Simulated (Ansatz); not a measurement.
Seebeck coefficient (μV/K, mean over directions) of n-type Li2O2 (P6_3/mmc) against carrier density, PBEsol, rigid bands (Ansatz, a first-principles code). Computed gap 2.20 eV; densities at which minority carriers matter at this gap, or further valleys turn the trend, are left out. Conductivity mass 0.96 mₑ (harmonic mean over directions), N_c = 3.9e19 cm⁻³ at 300 K.

```tsv
electron density	300 K	500 K
1e16 cm⁻³	-922	[?]
1e17 cm⁻³	-724	-793
1e18 cm⁻³	-526	-595
3e18 cm⁻³	-431	-501
1e19 cm⁻³	-329	-398
3e19 cm⁻³	-239	-305
1e20 cm⁻³	-149	-208
3e20 cm⁻³	-85	[?]
1e21 cm⁻³	[?]	-71
```

### Question
Fill in the missing entries.

### Answer

- 1e16 cm⁻³, 500 K: -992
- 3e20 cm⁻³, 500 K: -132
- 1e21 cm⁻³, 300 K: -43

Rigid bands with a gap fixed in temperature, one relaxation time for all states, no polarons or phonon drag, and whether or not such doping can be reached. Spin-orbit coupling is left out.

Formula and space group known from diffraction (Crystallography Open Database), not checked to be the room-temperature form: Li2O2 (P6_3/mmc).
